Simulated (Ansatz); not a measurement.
## How the equilibrium volume per atom of BAs (model structure, started from the NiAs type, P6₃/mmc, No. 194, 4 atoms in the cell) moves with the method

No measured value is used here.

```tsv
level (code)	value (Å³/atom)
PBE (Ansatz)	12.55
PBEsol (Ansatz)	…
PBE-D3(BJ) (Ansatz)	12.09
```

Q: Complete the blanks.

A: 
- PBEsol (Ansatz, an electronic-structure program), value (Å³/atom): 12.16

Ansatz's density-functional and Hartree–Fock values are scalar-relativistic unless marked +SOC, with PAW data made under PBE.

A model structure was made by putting elements into a prototype or built by hand; it is no filed structure, need not be a known phase, and can be a saddle point held by its symmetry.
